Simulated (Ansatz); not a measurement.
Consider the following.

End structure of the (110) surface of bcc Nb in its 1x1 cell:

```yaml
crystal:
  lattice:
    - [2.86732, 0.00000, 0.00000]
    - [-0.95577, 2.70334, 0.00000]
    - [0.00000, 0.00000, 26.50000]
  atoms:
    - { symbol: Nb, position: [0.50000, 0.50000, 0.37163] }
    - { symbol: Nb, position: [0.00000, 0.00000, 0.45524] }
    - { symbol: Nb, position: [0.50000, 0.50000, 0.54476] }
    - { symbol: Nb, position: [0.00000, 0.00000, 0.62837] }
```

Model: 4-atom slab, 7.0 Å thick at the start (thin: gaps and levels are the slab's own), 10x10x1 mesh, Fermi-Dirac 0.1 eV, dipole correction, all atoms relaxed; held to the start's symmetry, so lower structures may exist; no spin, no spin-orbit, no U.

Q: What is the computed work function of the top face (PBE (Ansatz, a program for electronic structure))?

A: 4.47 eV
